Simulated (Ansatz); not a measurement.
TiAl3 (Pm-3m, No. 221, 4 atoms in the cell; start mp-998981; a measured phase of this formula has another space group), treated with LDA (Ansatz, a first-principles code, PAW).

Numerical settings: plane-wave cutoff 520 eV, 14×14×14 k mesh, Fermi–Dirac smearing 0.05 eV, no spin polarisation, scalar-relativistic PAW data made under PBE.

Cell (relaxed at this level):

```cif
data_Al3Ti
_chemical_formula_sum 'Ti1 Al3'
_space_group_name_H-M_alt 'P 1'
_space_group_IT_number 1
_cell_length_a 3.91128
_cell_length_b 3.91128
_cell_length_c 3.91128
_cell_angle_alpha 90.000
_cell_angle_beta 90.000
_cell_angle_gamma 90.000
loop_
_space_group_symop_operation_xyz
  'x, y, z'
loop_
_atom_site_label
_atom_site_type_symbol
_atom_site_fract_x
_atom_site_fract_y
_atom_site_fract_z
_atom_site_occupancy
Ti1 Ti 0.00000 0.00000 0.00000 1
Al1 Al 0.50000 0.50000 0.00000 1
Al2 Al 0.00000 0.50000 0.50000 1
Al3 Al 0.50000 0.00000 0.50000 1
```

Q: Predict the bulk modulus B0.

A: 
bulk modulus B0: 118 GPa

Note: the run has no spin polarisation, so it can have missed a magnetic state; the bulk modulus is −V dP/dV from two relaxed cells at ±2 % in volume; the relaxation could not lower the start's symmetry, so the cell can be a saddle point above a distorted one.

The result took roughly 50 core-seconds.

A start named mp-… is a Materials Project structure, which need not be a measured phase.
